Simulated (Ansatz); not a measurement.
**Response to strain in CdSe**

Start from CdSe in the wurtzite structure (space group P6_3mc, No. 186; a = 4.248 Å, c = 6.941 Å).

Strains are applied to the cell and any free atomic positions relax.

Method: plane-wave PAW DFT at the LDA level (Ansatz, a first-principles code, 420 eV), without spin-orbit coupling.

Notes on the quantities. energy relative to the base: free energy F.

```csv
case,band gap,energy relative to the base,electron mass,shortest interatomic distance
base,0.46 eV,0 meV/atom,0.047 mₑ (at Γ),2.600 Å
isotropic strain −3.00 %,0.65 eV,+44 meV/atom,0.061 mₑ (at Γ),2.523 Å
isotropic strain −2.40 %,0.62 eV,+28 meV/atom,0.058 mₑ (at Γ),2.538 Å
isotropic strain −1.80 %,0.58 eV,+15 meV/atom,0.056 mₑ (at Γ),2.554 Å
isotropic strain −1.20 %,0.54 eV,+6.6 meV/atom,0.053 mₑ (at Γ),2.569 Å
isotropic strain −0.60 %,0.50 eV,+1.6 meV/atom,0.050 mₑ (at Γ),2.585 Å
```

Masses are band curvatures over ±0.01 Å⁻¹ around the edge. Whether these cells are dynamically stable was not tested.
